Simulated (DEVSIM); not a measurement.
Structure: GaP p-i-n diode, at 350 K.

| layer (left to right) | material | thickness (μm) | Nd (cm⁻³) | Na (cm⁻³) | τn (s) | τp (s) |
|---|---|---|---|---|---|---|
| 1 | GaP | 0.290 | - | 7.3e18 | 2.4e-7 | 2.4e-7 |
| 2 | GaP | 9.90 | 1.6e13 | - | 2.4e-7 | 2.4e-7 |
| 3 | GaP | 0.280 | 5.3e18 | - | 2.4e-7 | 2.4e-7 |

Left contact: ohmic. Right contact: ohmic. Voltage is applied to the left contact. Recombination: SRH at mid-gap. Mobility is constant in doping.

Constants are typed, rounded textbook-type inputs, not results; the design itself was drawn at random and stands for no fabricated device. Values at 300 K; Nc and Nv go as T^1.5, mobilities as T to minus their exponent, the gap by Varshni's rule with the affinity fixed.

```csv
parameter,GaP
gap (eV),2.26
affinity (eV),3.8
permittivity,11.1
Nc (cm⁻³),1.8e19
Nv (cm⁻³),1.9e19
μn (cm²/Vs),250
μp (cm²/Vs),150
T exponent of μn,1.6
T exponent of μp,1.98
Varshni α (eV/K),0.00058
Varshni β (K),372
```

DEVSIM, 1D drift-diffusion, Boltzmann statistics, complete ionisation; no tunnelling, impact ionisation, image-force lowering or self-heating.

Question: Give the dark forward current.

Answer: 
(V (V), J (A/cm²)): (0.25, 2.0e-12); (0.70, 4.7e-9); (0.85, 6.6e-8); (0.95, 4.0e-7); (1.05, 2.5e-6); (1.20, 5.3e-5); (1.30, 0.00054); (1.40, 0.0049); (1.50, 0.030); (1.65, 0.38); (1.75, 2.2); (1.85, 17); (2.00, 440); (2.10, 2200)
